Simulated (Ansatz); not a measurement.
These are PBE (plane waves to 420 eV, PAW; Ansatz, a first-principles code) values and carry that method's errors.

Planar average of the electrostatic potential across the slab, in eV from the Fermi level, for Pt on the 1x1 (111) surface of fcc Cu, one in a 2x2 cell, started at the site 'bridge Cu-Cu (span 2.6 Å)':

(z (Å), V (eV)): (5.38, 4.81); (5.67, 4.81); (5.95, 4.81); (6.23, 4.80); (6.52, 4.79); (6.80, 4.78); (7.08, 4.75); (7.37, 4.69); (7.65, 4.56); (7.93, 4.29); (8.22, 3.73); (8.50, 2.58); (8.78, -0.12); (9.07, -6.99); (9.35, -14.28); (9.63, -17.05); (9.92, -14.62); (10.20, -7.65); (10.48, -1.18); (10.77, -0.26); (11.05, -4.89); (11.33, -12.60); (11.62, -16.92); (11.90, -16.10); (12.18, -10.28); (12.47, -2.75); (12.75, 0.06); (13.03, -2.52); (13.32, -9.90); (13.60, -15.88); (13.88, -16.91); (14.17, -12.79); (14.45, -5.15); (14.73, -0.26); (15.02, -0.99); (15.30, -6.28); (15.58, -12.97); (15.87, -16.29); (16.15, -14.53); (16.43, -8.49); (16.72, -2.25); (17.00, -0.30); (17.28, -1.70); (17.57, -3.08); (17.85, -3.08); (18.13, -1.41); (18.42, 1.26); (18.70, 3.28); (18.98, 4.03); (19.27, 4.35); (19.55, 4.49); (19.83, 4.55); (20.12, 4.58); (20.40, 4.60); (20.68, 4.60); (20.97, 4.61); (21.25, 4.61); (21.53, 4.61); (21.82, 4.61); (22.10, 4.61)

Model: 17-atom slab, 6.2 Å thick at the start under the adsorbate (thin: gaps and levels are the slab's own), 6x6x1 mesh, Fermi-Dirac 0.1 eV, dipole correction, 8 atoms held, the rest relaxed; symmetry of the start imposed; spin-polarised, no spin-orbit, no U, no dispersion correction. The starting moment vanished. At the end it is bonded to 4 Cu. In PBE it is, or lies within 0.03 eV of, the lowest of the starts that converged.

The vacuum level lies 4.61 eV above the Fermi level over the top face and 4.81 eV above it under the bottom face.
